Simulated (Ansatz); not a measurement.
The starting structures come from a database of crystals and need not be the phases stable at ambient conditions.

**Evanescent states of Rb₂O (R-3m, not sure to be the ambient phase, 3 atoms a cell, 32.1 Å³ an atom) along the normal of (001)**

Method: PBEsol (plane waves, PAW; Ansatz, an electronic-structure program).

The gap is the functional's own, uncorrected, and κ follows it; spin-orbit coupling is left out. Mid-gap values are interpolated between the computed energies.

Energies count from the valence-band top; κ is the least over a 12×12 mesh across the current.

```csv
E (eV),κ (1/Å),where
0.03,0.182,Γ
0.07,0.173,Γ
0.12,0.163,Γ
0.17,0.152,Γ
0.23,0.138,Γ
0.28,0.123,Γ
0.33,0.105,Γ
0.38,0.081,Γ
0.42,0.044,Γ
```

**Question.** How thick must the barrier be to attenuate the transmission by 10^6 when the electrodes' Fermi level lies at 0.07 eV, and what attenuation does that film give at 0.17 eV?

**Answer.** d = 6 ln 10 / (2 × 0.173) = 39.9 Å. At 0.17 eV it gives 6 × 0.152/0.173 = 5.3 decades.
